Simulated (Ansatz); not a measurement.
Start from LuAs in the CsCl type structure (space group Pm-3m, No. 221; a = 3.494 Å; a model cell, its experimental status unchecked; relaxed with 0.1 eV smearing). Axes: x, y, z lie along the cube axes.

Computed with r2SCAN (Ansatz, a first-principles code, PAW, no spin-orbit coupling).

For the base:

- Pressure = 0.0 GPa
- Shortest interatomic distance = 3.026 Å

Perturbation: a pure shear with ε_yz = ε_zy = -0.0069; the atoms relax in the strained cell.

Question: How does this affect the pressure, energy relative to the base and shortest interatomic distance?

Answer: The pressure (mean of the normal stresses, compression positive) remains 0.0 GPa; the energy drops by 0.6 meV/atom; the shortest interatomic distance decreases by 0.014 Å, from 3.026 Å to 3.012 Å.

Whether these cells are dynamically stable was not tested. All final runs are without spin polarisation. Under tensor shear ε_yz = −0.69 % the cell ends below the base's energy or with stress of the wrong sign: the atoms slid into a distortion or the cell is elastically unstable, so the base is not a stable minimum at this level.
